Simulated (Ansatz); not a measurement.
## BaHfO3, pressure series

Consider BaHfO3 in the cubic perovskite structure (space group Pm-3m, No. 221; a = 4.206 Å).

Cell and atoms are relaxed at each pressure.

Level of theory: Kohn–Sham DFT with the PBE functional, run in Ansatz (an electronic-structure program) with PAW and 420 eV plane waves, scalar-relativistic without spin-orbit coupling.

| case | smallest direct gap | band gap | volume per atom |
|---|---|---|---|
| base | 3.76 eV | 3.62 eV | 14.88 Å³ |
| pressure −2 GPa | 3.75 eV | 3.59 eV | 15.08 Å³ |
| pressure −1 GPa | 3.75 eV | 3.61 eV | 14.98 Å³ |
| pressure 0.3 GPa | 3.76 eV | 3.63 eV | 14.86 Å³ |
| pressure 0.7 GPa | 3.76 eV | 3.63 eV | 14.82 Å³ |
| pressure 1.5 GPa | 3.77 eV | 3.64 eV | 14.74 Å³ |
| pressure 5 GPa | 3.78 eV | 3.68 eV | 14.44 Å³ |
| pressure 7.5 GPa | 3.78 eV | 3.71 eV | … |
| pressure 10 GPa | 3.79 eV | … | 14.06 Å³ |

Fill in the withheld entries from the trend.


- pressure 7.5 GPa, volume per atom: 14.24 Å³
- pressure 10 GPa, band gap: 3.74 eV

Spin-orbit coupling, missing from the scalar runs, can matter with Hf. Load acts through the strain it causes; cell and atoms are relaxed under it. No phonon test of stability was made. Competing high-pressure phases were not computed.
